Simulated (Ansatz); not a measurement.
Take a 24-atom supercell of ScAl$_{3}$ in the Cu3Au type structure (space group Pm-3m, No. 221; a = 4.0716 Å) at its relaxed geometry as the base.

Computed with PBEsol (Ansatz, a first-principles code; PAW; 420 eV plane waves; scalar-relativistic without spin-orbit coupling).

One neutral defect a cell, atoms relaxed at fixed cell.

One change was made to it. Results:

```csv
quantity,base,after
largest displacement of a host atom from its site in the perfect cell,–,0.09 Å
pressure,0.0 GPa,2.4 GPa
```

Q: Which change produced these results?
(A) Tm on a Sc site
(B) Sc interstitial (started 2.04 Å from the nearest host atom), symmetric start
(C) Sc on a Al site (antisite)
(D) Al on a Sc site (antisite)

A: C, Sc on a Al site (antisite). For comparison, the pressure in the other runs: Sc interstitial (started 2.04 Å from the nearest host atom), symmetric start gives 9.3 GPa; Al on a Sc site (antisite) gives 0.2 GPa; Tm on a Sc site gives 1.2 GPa.

The magnetic state is the one reached from the starting moments; the real material's order can differ, and small cells can't hold many antiferromagnetic ones. Open 4f shells without U are poorly described, and the f state was not checked. In so small a cell the defect repeats every few ångströms: this is an ordered compound, not a dilute defect. Defects with a symmetric start kept the site's symmetry and may sit on a saddle; the others started slightly shaken. Spin-polarised in the final run: Tm on a Sc site; the other runs are not.
